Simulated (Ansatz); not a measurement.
Point defects in BeTe

Start from an 8-atom supercell of BeTe in the zinc blende structure (space group F-43m, No. 216; a = 5.6637 Å) at its relaxed geometry.

One neutral defect a cell, atoms relaxed at fixed cell.

All numbers come from PBE (Ansatz, an electronic-structure program, PAW, scalar-relativistic without spin-orbit coupling).

| case | pressure | largest displacement of a host atom from its site in the perfect cell |
|---|---|---|
| perfect supercell | 0.0 GPa | – |
| H interstitial (started 2.45 Å from the nearest host atom), symmetric start | 1.0 GPa | 0.00 Å |
| Li interstitial (started 2.31 Å from the nearest host atom) | 3.1 GPa | 0.08 Å |
| W on a Te site, symmetric start | -2.2 GPa | 0.02 Å |
| Be on a Te site (antisite), symmetric start | -3.0 GPa | 0.01 Å |

Other magnetic orders, which the real material may have, were not ruled out. In so small a cell the defect repeats every few ångströms: this is an ordered compound, not a dilute defect. The mesh was chosen for an insulator and is coarse for the gapless case. Defects with a symmetric start kept the site's symmetry and may sit on a saddle; the others started slightly shaken. Seeded moments were not kept for Li interstitial (started 2.31 Å from the nearest host atom) and W on a Te site.
